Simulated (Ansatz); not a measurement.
Defect: Zn-vacancy pair (Zn on one host W site, one W site vacant) in bcc W, neutral cell. Method: PBE, PAW (plane waves to 420 eV; Ansatz, a program for electronic structure).

Cell of 36 host sites held at the relaxed PBE lattice; a 2×2×3 k-point mesh shifted by half a step; Fermi-Dirac width 0.10 eV, spin-restricted; finite-size errors left in. Static, classical nuclei. Spin-orbit coupling is left out. Forms of the defect that were not tried may lie lower.

Barriers: single points on a 3×3×5 k-point mesh shifted by half a step at the bands' geometries.

The step: Zn and the vacancy change places (Zn-vacancy distance between ideal sites 2.76 Å throughout). Atoms about the jump, Cartesian Å from the middle of the jump, before and after:

| atom | x0 | y0 | z0 | x1 | y1 | z1 |
|---|---|---|---|---|---|---|
| Zn1 | -0.66 | -0.66 | -0.66 | 0.66 | 0.66 | 0.66 |
| W2 | 2.35 | -0.78 | -0.77 | 2.41 | -0.82 | -0.81 |
| W3 | -0.78 | 2.35 | -0.77 | -0.82 | 2.41 | -0.81 |
| W4 | -2.41 | 0.82 | 0.81 | -2.35 | 0.78 | 0.77 |
| W5 | 0.82 | -2.41 | 0.81 | 0.78 | -2.35 | 0.77 |
| W6 | -0.79 | -0.79 | 2.38 | -0.82 | -0.82 | 2.44 |
| W7 | 0.82 | 0.82 | -2.44 | 0.79 | 0.79 | -2.38 |
| W8 | 2.36 | -0.78 | 2.36 | 2.37 | -0.80 | 2.37 |
| W9 | -0.78 | 2.36 | 2.36 | -0.80 | 2.37 | 2.37 |
| W10 | 0.80 | -2.37 | -2.37 | 0.78 | -2.36 | -2.36 |
| W11 | -2.37 | 0.80 | -2.37 | -2.36 | 0.78 | -2.36 |
| W12 | 2.36 | 2.36 | -0.78 | 2.37 | 2.37 | -0.79 |
| W13 | -2.37 | -2.37 | 0.79 | -2.36 | -2.36 | 0.78 |

Predict the transition state.


```json
[
 {"atom": "Zn1", "x": "0.00", "y": "0.00", "z": "-0.01"},
 {"atom": "W2", "x": "2.41", "y": "-0.81", "z": "-0.82"},
 {"atom": "W3", "x": "-0.81", "y": "2.41", "z": "-0.82"},
 {"atom": "W4", "x": "-2.41", "y": "0.81", "z": "0.79"},
 {"atom": "W5", "x": "0.81", "y": "-2.41", "z": "0.79"},
 {"atom": "W6", "x": "-0.82", "y": "-0.82", "z": "2.42"},
 {"atom": "W7", "x": "0.81", "y": "0.81", "z": "-2.44"},
 {"atom": "W8", "x": "2.36", "y": "-0.78", "z": "2.34"},
 {"atom": "W9", "x": "-0.78", "y": "2.36", "z": "2.34"},
 {"atom": "W10", "x": "0.78", "y": "-2.36", "z": "-2.36"},
 {"atom": "W11", "x": "-2.36", "y": "0.78", "z": "-2.36"},
 {"atom": "W12", "x": "2.35", "y": "2.36", "z": "-0.78"},
 {"atom": "W13", "x": "-2.36", "y": "-2.36", "z": "0.76"}
]
```
It lies 0.32 eV above the start and 0.32 eV above the end. The saddle point's order was not checked, and it lies on a symmetry element of the cell, where a band can be held.
